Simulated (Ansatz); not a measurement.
BeS (F-43m) under hydrostatic pressure: band gap by PBEsol with spin-orbit coupling, rigid bands (plane waves, PAW; Ansatz, a quantum-chemistry and plane-wave program). The unloaded cell, whose axes the loads refer to:

BeS is taken in the cubic space group F-43m (No. 216), the zinc blende structure, Pearson symbol cF8. Conventional cell: a = b = c = 4.8378 Å, α = β = γ = 90.00°. Be on 4a is surrounded by 4 S at 2.095 Å (tetrahedral). S on 4c sees 4 Be at 2.095 Å (tetrahedral). (Neighbours: up to the widest gap in distance over summed covalent radii, below 1.35, at either atom; cation-cation and far metal-metal contacts left out.)
(The calculation used a cell of 2 atoms; values per cell refer to that cell.)

| hydrostatic pressure (GPa) | volume per atom (Å³) | band gap (eV) |
|---|---|---|
| -2 | 14.46 | 2.925 |
| 0 | 14.15 | 2.877 |
| 2 | 13.88 | 2.831 |
| 5 | 13.50 | 2.764 |
| 10 | 12.97 | ? |

Question: Fit a straight line to band gap against the load over the rows given, and predict the row at 10 GPa.

Answer: The means are x̄ = 1.250 GPa and ȳ = 2.8492; Σ(x − x̄)(y − ȳ) = -0.6142 and Σ(x − x̄)² = 26.75, so the slope is -23.0 meV per GPa, and the rows given lie within 1.1 meV of the line. At 10 GPa the line gives 2.648 eV; the calculation gives 2.659 eV, 0.40 % from it.

Question: With all rows, what volume deformation potential dE_g/d ln V follows?

Answer: A line through E_g against ln V has the slope 2.5 eV, so the gap narrows under compression.

 Stresses and pressures are the targets of the relaxation. The structure type is held at every load. Geometry: cell and atoms relaxed with PBEsol.
